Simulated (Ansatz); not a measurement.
The reference is GaS in the beta-GaS type structure (space group P6_3/mmc, No. 194; a = 3.591 Å, c = 15.449 Å; layered, stacked along the Cartesian z axis).

The values are results of plane-wave PAW DFT at the PBE-D3(BJ) level (Ansatz, an electronic-structure program, 420 eV), no spin-orbit coupling, not measurements.

| level | band gap |
|---|---|
| PBE-D3(BJ) | 1.56 eV |

Measured: band gap 2.5 eV (temperature not stated; as listed in Manish Kothakonda et al., ACS Materials Au (2022)).

Computed minus measured — band gap: PBE-D3(BJ) -0.94 eV. Measured values not marked as corrected hold thermal and zero-point effects that the static-lattice runs lack. A measured gap can be an optical one, lowered by exciton binding. Levels without spin-orbit coupling miss its effect on the gap.

Gaps are Kohn–Sham eigenvalue differences; semilocal functionals usually give less than the measured gap. Stability against distortions was not tested.
